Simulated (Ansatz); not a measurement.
The parent structure is a 16-atom supercell of C in the diamond structure (space group Fd-3m, No. 227; a = 3.572 Å) at its relaxed geometry.

Calculations: Kohn–Sham DFT with the PBE functional, run in Ansatz (a quantum-chemistry and plane-wave program) with PAW and 420 eV plane waves, scalar-relativistic without spin-orbit coupling, earlier PAW set.

For the base:

The pressure is 0.0 GPa and the mean distance from the defect site to its nearest host atoms comes out as 1.55 Å.

It is then changed as follows: one C atom is replaced by Se, atoms relaxed at fixed cell, starting from a slightly rattled geometry.

Tabulated Pauling electronegativity and covalent radius: C 2.55, 0.76 Å; Se 2.55, 1.20 Å.

Task: What happens to the pressure, mean distance from the defect site to its nearest host atoms and largest displacement of a host atom from its site in the perfect cell?

Result: The pressure goes from zero to 66.5 GPa; the mean distance from the defect site to its nearest host atoms grows by 0.22 Å (1.55 Å → 1.77 Å); the largest displacement of a host atom from its site in the perfect cell is 0.22 Å.

Other magnetic orders, which the real material may have, were not ruled out. In so small a cell the defect repeats every few ångströms: this is an ordered compound, not a dilute defect. A case with no gap was solved on a k-mesh chosen for an insulator, which is coarse for it. Starting moments died away, wholly or in part, for Se on a C site; another magnetic solution may exist. The defect cell is spin-polarised and ends with 0.0 μB.
